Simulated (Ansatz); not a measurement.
## Effect of uniaxial strain ε_zz = +3.00 % on Pd

Consider Pd in the fcc (Cu type) structure (space group Fm-3m, No. 225; a = 3.910 Å; relaxed with 0.1 eV smearing). Axes: x, y, z lie along the cube axes.

Now apply this change: the cell is stretched by 3.00 % along z with no lateral relaxation; the atoms relax in the strained cell.

Level of theory: plane-wave PAW DFT at the r2SCAN level (Ansatz, a quantum-chemistry and plane-wave program, 500 eV), no spin-orbit coupling. Settings: 29×29×29 k-points, 0.1 eV Fermi–Dirac smearing.

| quantity | base | changed | shift |
|---|---|---|---|
| volume per atom | 14.95 Å³ | 15.40 Å³ | +0.45 Å³ |
| shortest interatomic distance | 2.765 Å | 2.765 Å | 0.000 Å |
| energy relative to the base (free energy F) | 0 meV/atom | +8.5 meV/atom | +8.5 meV/atom |
| pressure (mean of the normal stresses, compression positive) | 0.0 GPa | -4.9 GPa | -4.9 GPa |
| band gap | zero | zero | – |
| stress (xx, yy, zz, yz, xz, xy; compression positive) | – | (-4.5, -4.5, -5.9, 0.0, 0.0, 0.0) GPa | – |

No phonon test of stability was made. The final runs are not spin-polarised. Pd lies near a magnetic instability that expansion can trigger; it was not tested. Pd has a high density of states at the Fermi level and may be magnetic at this level.
